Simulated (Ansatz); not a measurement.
Base system: BN in the h-BN type structure (space group P6_3/mmc, No. 194; a = 2.501 Å, c = 6.526 Å; layered, stacked along the Cartesian z axis). Axes: x lies along a and z along c of the hexagonal cell.

Level of theory: Kohn–Sham DFT with the r2SCAN+rVV10 functional, run in Ansatz (a first-principles code) with PAW and 500 eV plane waves, without spin-orbit coupling.

Before the change:

- Band gap: 4.74 eV
- Gap character: indirect, k = (0.267, 1/3, 0) in the run's primitive reciprocal basis → M
- Smallest direct gap: 5.18 eV

The change: uniaxial strain ε_zz = −2.46 %, all other strain components held at zero, atoms relaxed at fixed cell.

Q: What happens to the band gap?

A: The band gap decreases by 0.04 eV, from 4.74 eV to 4.70 eV.

Q: Predict the new gap character.

A: The gap character stays indirect, k = (0.267, 1/3, 0) in the run's primitive reciprocal basis → M.

Q: Predict the new energy relative to the base.

A: The energy increases by 0.7 meV/atom.

Q: How does this affect the smallest direct gap?

A: The smallest direct gap shrinks by 0.08 eV (5.18 eV → 5.10 eV).

Q: Estimate the effect on the stress.

A: The stress (xx, yy, zz, yz, xz, xy; compression positive) amounts to (0.03, 0.03, 1.06, 0.00, 0.00, 0.00) GPa.

Stability against distortions was not tested.
